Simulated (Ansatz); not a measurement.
BeTe under load (space group Imm2), Ansatz (a quantum-chemistry and plane-wave program) with r2SCAN with spin-orbit coupling, rigid bands. Condition of this run: uniaxial stress along [110] of 1 GPa (compression positive) (the target of the relaxation). Band gap 2.03 eV, N_c = 2.03e19 cm⁻³ and N_v = 6.93e18 cm⁻³ at 300 K, conductivity masses along z (a = (-0.01, 2.82, 2.84) Å; b = (2.82, -0.01, 2.84) Å; c = (2.80, 2.80, 0.00) Å) of 0.287 mₑ (electrons) and 0.425 mₑ (holes). Take k_BT = 0.02585 eV.

Task: What thermal injection velocity √(2k_BT/πm) limits a ballistic channel along the direction named?

Result: 1.00e7 cm/s for electrons and 8.25e6 cm/s for holes, a ratio of √(m_h/m_e) = 1.22, for dilute carriers.

Task: Find the intrinsic carrier density and the intrinsic Fermi level.

Result: n_i = √(N_c N_v) exp(−E_g/2k_BT) = 1.19e19 × exp(−39.26) = 1.1e2 cm⁻³. The level lies (k_BT/2) ln(N_v/N_c) = -14 meV from mid-gap (positive towards the conduction band). Each 0.1 eV added to the gap lowers n_i by a factor of 6.9.

Task: A film of it is 2 nm thick, with its normal along the direction named. Estimate the confinement energies in an infinite well.

Result: ħ²π²/(2m t²) = 0.376 eV·nm²/(m/mₑ × t²) gives 328 meV for electrons and 221 meV for holes, so the gap would widen to about 2.58 eV. Finite barriers and nonparabolic bands lower this, and with several valleys or bands the heaviest mass along the normal sets the lowest level, not this average.

Rigid bands with the computed gap; masses take one relaxation time for all states.
